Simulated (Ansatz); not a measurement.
Base system: La2O3 (space group P-3m1, No. 164).

```yaml
crystal:
  lattice:
    - [3.90646, 0.00000, 0.00000]
    - [-1.95323, 3.38309, 0.00000]
    - [0.00000, 0.00000, 6.03942]
  atoms:
    - { symbol: La, position: [0.33333, 0.66667, 0.24534] }
    - { symbol: La, position: [0.66667, 0.33333, 0.75466] }
    - { symbol: O, position: [0.00000, 0.00000, 0.00000] }
    - { symbol: O, position: [0.33333, 0.66667, 0.64608] }
    - { symbol: O, position: [0.66667, 0.33333, 0.35392] }
```

Computed with Kohn–Sham DFT with the PBEsol functional, run in Ansatz (an electronic-structure program) with PAW and 420 eV plane waves, spin-orbit coupling left out, earlier PAW set.

One change was made to it. Results:

| quantity | base | after |
|---|---|---|
| smallest direct gap | 3.86 eV | 3.72 eV |
| electron mass | 1.3 mₑ (at K) | 1.1 mₑ along c, 1.0 mₑ across (at K) |
| density | 6.78 g/cm³ | 8.75 g/cm³ |

Q: Name the change that was made.
A. pressure 50 GPa
B. pressure 15 GPa
C. pressure 7 GPa
D. pressure 3 GPa

A: A, pressure 50 GPa. For comparison, the electron mass in the other runs: pressure 3 GPa gives 1.3 mₑ (at K); pressure 15 GPa gives 1.1 mₑ (at K); pressure 7 GPa gives 1.3 mₑ (at K).

Load acts through the strain it causes; cell and atoms are relaxed under it. Masses are band curvatures over ±0.01 Å⁻¹ around the edge. No phonon test of stability was made. Competing high-pressure phases were not computed.
